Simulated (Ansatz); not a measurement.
Results of PBE in Ansatz (PAW) for Al2Cu (I4/mcm, No. 140).

Numerical settings: plane-wave cutoff 520 eV, 18×18×18 k mesh, Fermi–Dirac smearing 0.087 eV (set by the program), no spin polarisation, scalar-relativistic PAW data made under PBE.

Computed at the level's own relaxed cell.

### Question
Give the computed Voigt–Reuss–Hill bulk modulus, polycrystal shear modulus (Hill average), Young modulus and Poisson ratio.

### Answer

- Voigt–Reuss–Hill bulk modulus: 99.7 GPa
- polycrystal shear modulus (Hill average): 40.8 GPa
- Young modulus: 108 GPa
- Poisson ratio: 0.320

Elastic constants are with the ions relaxed.

Computed values are for the static lattice.

Ansatz is an electronic-structure program.
